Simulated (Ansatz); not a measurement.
The starting structures come from a database of crystals and need not be the phases stable at ambient conditions.

# Evanescent states of CdF2 (Fm-3m, fluorite, 3 atoms a cell, 13.5 Å³ an atom, -3 GPa at this level) along the normal of (110)

These are r2SCAN (plane waves, PAW; Ansatz, a program for electronic structure) values and carry that method's errors.

The gap is the functional's own. No spin-orbit coupling. Mid-gap values are those at the computed energy nearest the middle.

Energies count from the valence-band top; κ is the least over a 8×6 mesh across the current.

```csv
E (eV),κ (1/Å),where
0.09,0.199,Γ
0.27,0.271,Γ
0.45,0.321,Γ
0.63,0.361,Γ
0.81,0.392,off Γ
0.99,(withheld),Γ
1.17,(withheld),Γ
1.35,(withheld),Γ
1.53,(withheld),Γ
1.71,(withheld),Γ
1.89,(withheld),Γ
2.07,(withheld),Γ
2.25,(withheld),Γ
2.43,(withheld),Γ
2.61,(withheld),Γ
2.79,0.282,Γ
2.97,0.257,Γ
3.15,0.225,Γ
3.33,0.186,Γ
3.51,0.131,Γ
```

Task: What belongs in the gaps?

Result: 
- 0.99, κ (1/Å): 0.398
- 1.17, κ (1/Å): 0.394
- 1.35, κ (1/Å): 0.388
- 1.53, κ (1/Å): 0.382
- 1.71, κ (1/Å): 0.374
- 1.89, κ (1/Å): 0.364
- 2.07, κ (1/Å): 0.353
- 2.25, κ (1/Å): 0.339
- 2.43, κ (1/Å): 0.323
- 2.61, κ (1/Å): 0.304
